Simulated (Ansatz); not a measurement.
The starting structures come from a database of crystals and need not be the phases stable at ambient conditions.

By PBEsol, the system below comes out a metal.

Given:

```xyz
2
Lattice="3.0600 0.0000 0.0000 0.0000 4.2606 0.0000 0.0381 0.0000 4.4058" Properties=species:S:1:pos:R:3 pbc="T T T"
Sb     0.0638     1.0651     3.3433
Sb     3.0343     3.1954     1.0626
```

Space group of this cell: P2_1/m. The cell is strained (lengths across the current scaled by 0.98, ions clamped).

The current flows along the normal of the first two printed cell vectors. No spin-orbit coupling; the value is a mean over 0.1 eV about the Fermi level.

**Question.** Predict the ballistic conductance per area from PBEsol in Ansatz (a first-principles code).

**Answer.** 1.0 × 10¹⁵ S/m² for both spins.
